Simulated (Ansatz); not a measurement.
# How the elastic constant C13 of wurtzite BN (high-pressure phase) moves with the method

No measured value is used here.

| level (code) | value (GPa) | cell (Å³/atom) |
|---|---|---|
| PBE (Ansatz) | 58.2 | 5.97 |
| r²SCAN (Ansatz) | 59.2 | 5.90 |
| PBE0 (Ansatz) | 63.0 | 5.83 |

Each level is taken at its own relaxed cell. Cutoffs and k meshes differ between the levels. Ansatz's density-functional and Hartree–Fock values are scalar-relativistic unless marked +SOC, with PAW data made under PBE.

Ansatz is a quantum-chemistry and plane-wave program.
